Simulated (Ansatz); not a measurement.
Base system: BP in the zinc blende structure (space group F-43m, No. 216; a = 4.5366 Å).

It is then changed as follows: cell and atoms relaxed at a pressure of 1.8 GPa.

Levels (all Ansatz, a quantum-chemistry and plane-wave program, PAW): r2SCAN (500 eV, scalar-relativistic without spin-orbit coupling); HSE06+SOC (420 eV, with spin-orbit coupling).

The geometry is relaxed with r2SCAN.

r2SCAN band gap: 1.40 eV
r2SCAN valence-band top at Γ: 0.00, 0.00, 0.00 eV

With HSE06+SOC at the same geometry, the band gap grows by 0.53 eV (1.40 eV → 1.93 eV); the valence-band top at Γ (three highest Kramers pairs, from the VBM) becomes 0.00, 0.00, -0.05 eV (r2SCAN: 0.00, 0.00, 0.00 eV). The threefold valence maximum splits by Δso ≈ 45 meV.

Single points use the geometry relaxed with r2SCAN. Their cutoffs differ, which shifts pressures a little. HSE06 was sampled on its mesh, a few special points and the semilocal edge points, so its gap is an upper bound. Differences between runs with and without spin-orbit coupling are approximate. Load acts through the strain it causes; cell and atoms are relaxed under it. Whether these cells are dynamically stable was not tested.
